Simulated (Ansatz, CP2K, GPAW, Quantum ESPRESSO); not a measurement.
**One structure in several programs: NbNi6Mo (Pmm2, 8 atoms in the cell)**

Self-consistent single point, at a second geometry (lattice scaled by 0.98). First geometry:

```yaml
crystal:
  lattice:
    - [4.22503, 0.00000, 0.00000]
    - [0.00000, 5.04108, 0.00000]
    - [0.00000, 0.00000, 4.48044]
  atoms:
    - { symbol: Nb, position: [0.00000, 0.00000, 0.65388] }
    - { symbol: Ni, position: [0.00000, 0.50000, 0.66836] }
    - { symbol: Ni, position: [0.50000, 0.00000, 0.31901] }
    - { symbol: Ni, position: [0.50000, 0.74499, 0.84385] }
    - { symbol: Ni, position: [0.50000, 0.25501, 0.84385] }
    - { symbol: Ni, position: [0.00000, 0.74367, 0.16058] }
    - { symbol: Ni, position: [0.00000, 0.25633, 0.16058] }
    - { symbol: Mo, position: [0.50000, 0.50000, 0.34988] }
```

Shared settings, as Ansatz (a quantum-chemistry and plane-wave program) writes them: kpoints.mp_grid.grid = 4 3 4; scf.occupations.method = gaussian; scf.occupations.width = 0.05 eV. Potentials and cutoffs stand in the table.

```
code                                                                                   model  ΔF from the first geometry (meV/atom)  pressure (GPa)  largest force (eV/Å)       cutoff
----------------  --------------------------------------------------------------------------  -------------------------------------  --------------  --------------------  -----------
Quantum ESPRESSO                                PBEsol, PSlibrary PAW (PBE) pseudopotentials                                   12.6           10.63                 0.192        55 Ry
Ansatz                                                       PBEsol, PAW files made with PBE                                    9.0           10.22                 0.185       420 eV
CP2K              PBEsol, GPW, DZVP-MOLOPT-SR-GTH basis, GTH-PBE potentials (GTH_POTENTIALS)                                   15.3           11.97                     –  grid 600 Ry
GPAW                                   PBEsol, GPAW PAW datasets PBEsol (made by gpaw-setup)                                   17.1           12.49                 0.221       850 eV
```

For Quantum ESPRESSO (by 0.7 GPa) the energy change implies a higher mean pressure, against the two pressures, than for the other programs: a sign of finite-basis (Pulay) stress.

Size of the force on each atom (eV/Å): Sizes of forces hide their directions.

| code | Nb1 | Ni2 | Ni3 | Ni4 | Ni5 | Ni6 | Ni7 | Mo8 |
|---|---|---|---|---|---|---|---|---|
| Quantum ESPRESSO | 0.072 | 0.051 | 0.064 | 0.192 | 0.192 | 0.138 | 0.138 | 0.085 |
| Ansatz | 0.056 | 0.038 | 0.072 | 0.185 | 0.185 | 0.130 | 0.130 | 0.072 |
| GPAW | 0.083 | 0.046 | 0.085 | 0.221 | 0.221 | 0.157 | 0.157 | 0.093 |

A dash marks a value that a program does not give, or that is left out as unsure.

On Ansatz's run: spin polarisation is off.

The spread over the programs that give each value: ΔF from the first geometry within 8.1 meV/atom; pressure within 2.27 GPa; largest force within 0.036 eV/Å.

CP2K uses small atom-centred bases, whose incompleteness enters pressures, forces and empty levels differently from a plane-wave cutoff. Ansatz's pressure is given at a fixed set of plane waves, as the other plane-wave codes print theirs; with its correction for the finite basis it is 10.29 GPa. In the pressure, CP2K (by 1.34) and GPAW (by 1.86) lie more than 1 GPa from the median of the plane-wave programs.

The shared mesh is coarse (it stands for a supercell whose shortest vector is 15 Å), so the values are not converged in it.

The starting cell comes from a database of computed structures (which also holds hypothetical and non-ambient phases and stackings), without a prior relaxation at this level. Its lattice was rescaled by a random factor within 2.5 % of one. For this run, on top of that: lattice scaled by 0.98.

Keys are those of Ansatz 0.2.
